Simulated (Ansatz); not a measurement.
# Response to strain and stress in BeS

Consider BeS in the zinc blende structure (space group F-43m, No. 216; a = 4.869 Å). Axes: x, y, z lie along the cube axes.

Strains are applied to the cell and any free atomic positions relax; under biaxial strain the out-of-plane vector relaxes too; under stress the whole cell relaxes.

The values are results of r2SCAN (Ansatz, a first-principles code; PAW; 500 eV plane waves; spin-orbit coupling left out), not measurements.

Candidates:
(a) uniaxial stress, 8 GPa tension along z
(b) uniaxial stress, 3 GPa compression along x
(c) strain tensor (xx, yy, zz, yz, xz, xy) = (+0.53, +0.75, −0.02, +0.44, +2.28, +0.09) %
(d) uniaxial strain ε_yy = −2.55 %
(e) biaxial strain −4.70 %, plane normal [001], relaxed out of plane

Notes on the quantities. energy relative to the base: free energy F.

Q: Order them by energy relative to the base, lowest first.

A: (b) uniaxial stress, 3 GPa compression along x (+3.3 meV/atom), (d) uniaxial strain ε_yy = −2.55 % (+4.9 meV/atom), (c) strain tensor (xx, yy, zz, yz, xz, xy) = (+0.53, +0.75, −0.02, +0.44, +2.28, +0.09) % (+9.2 meV/atom), (a) uniaxial stress, 8 GPa tension along z (+21 meV/atom), (e) biaxial strain −4.70 %, plane normal [001], relaxed out of plane (+40 meV/atom)

Beyond what the load breaks, stability against distortions was not tested.
